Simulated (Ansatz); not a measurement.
**CdTe: response to strain**

The parent structure is CdTe in the zinc blende structure (space group F-43m, No. 216; a = 6.409 Å). Axes: x, y, z lie along the cube axes.

Strains are applied to the cell and any free atomic positions relax; under biaxial strain the out-of-plane vector relaxes too.

Calculations: LDA (Ansatz, a program for electronic structure, PAW, no SOC).

```csv
"biaxial strain, plane normal [001], relaxed out of plane (%)",band gap (eV)
0,0.61
0.5,0.58
1,0.54
1.5,0.51
2,0.47
2.5,?
3,0.41
```

### Question
Fit E_g = E₀ + Dε (ε in %) to the rows shown and predict the withheld row.

### Answer
Least squares on the printed values gives E₀ = 0.61 eV, D = -67.7 meV per % of strain (largest residual 0.00 eV); this predicts 0.44 eV, and the run gives 0.44 eV, in agreement.

Spin-orbit coupling, missing from the scalar runs, can matter with Te. Whether these cells are dynamically stable was not tested.
